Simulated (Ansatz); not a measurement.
# SrMoO3, response to strain

Start from SrMoO$_{3}$ in the cubic perovskite structure (space group Pm-3m, No. 221; a = 3.950 Å; a cell from a computed database, its experimental status unchecked). Axes: x, y, z lie along the cube axes.

Strains are applied to the cell and any free atomic positions relax; under biaxial strain the out-of-plane vector relaxes too.

The values are results of plane-wave PAW DFT at the PBEsol level (Ansatz, a quantum-chemistry and plane-wave program, 420 eV), no spin-orbit coupling, not measurements.

Notes on the quantities. pressure: mean of the normal stresses, compression positive; energy relative to the base: free energy F.

| variant | pressure | energy relative to the base | space group | volume per atom |
|---|---|---|---|---|
| base | 0.0 GPa | 0 meV/atom | Pm-3m (No. 221) | 12.33 Å³ |
| biaxial strain +2.87 %, plane normal [110], relaxed out of plane | -5.3 GPa | +18 meV/atom | Cmmm (No. 65) | 12.70 Å³ |
| isotropic strain −1.83 % | 12.6 GPa | +25 meV/atom | Pm-3m (No. 221) | 11.66 Å³ |
| isotropic strain +2.75 % | -13.6 GPa | +48 meV/atom | Pm-3m (No. 221) | 13.37 Å³ |
| isotropic strain +4.30 % | -19.1 GPa | +111 meV/atom | Pm-3m (No. 221) | 13.99 Å³ |

Without a gap, meshes like the base's 12×12×12 leave anisotropic stresses uncertain by several tenths of a GPa, and small strain energies with them. Whether these cells are dynamically stable was not tested. No Hubbard U is applied, and correlation can decide whether such a compound is a metal. All final runs are without spin polarisation. Many cubic perovskites are stable only at high temperature; tilts and polar distortions were not tested.
